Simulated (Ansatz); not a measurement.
Functionals compared on the (310) surface of diamond in its 1x1 cell, relaxed from an ideal cut (the real face may reconstruct), outermost plane spacing 0.56 Å in the ideal cut, in Ansatz (plane waves, PAW). The structure was relaxed with PBE; the other rows are single points on it, each with its references at the same level. Cutoff 420 eV (500 eV for r2SCAN).

Set-up: 42 atoms, 11.3 Å thick at the start; mesh 7x5x1; 0.025 eV smearing; dipole correction on; all atoms relaxed; held to the start's symmetry, so lower structures may exist; no spin (no spin-polarised run to compare, though such a face may carry moments), no spin-orbit, no U. The slab shows no gap on its mesh. These notes are the PBE run's.

| functional | surface energy (J/m²) | ionisation potential (eV) | rough cost of the single point |
|---|---|---|---|
| PBE | 6.89 | 6.93 | – |
| LDA | 7.68 | 7.20 | very roughly 70 core-seconds |
| PBEsol | 7.32 | 6.94 | around 70 core-seconds (rough) |
| RPBE | ___ | ___ | roughly 80 core-seconds |
| r2SCAN | 7.35 | 7.11 | very roughly 2.6 core-minutes |

**Question.** Some entries are withheld; supply them.

**Answer.** 
- RPBE, surface energy (J/m²): 6.54
- RPBE, ionisation potential (eV): 6.81

Ansatz is a first-principles code.
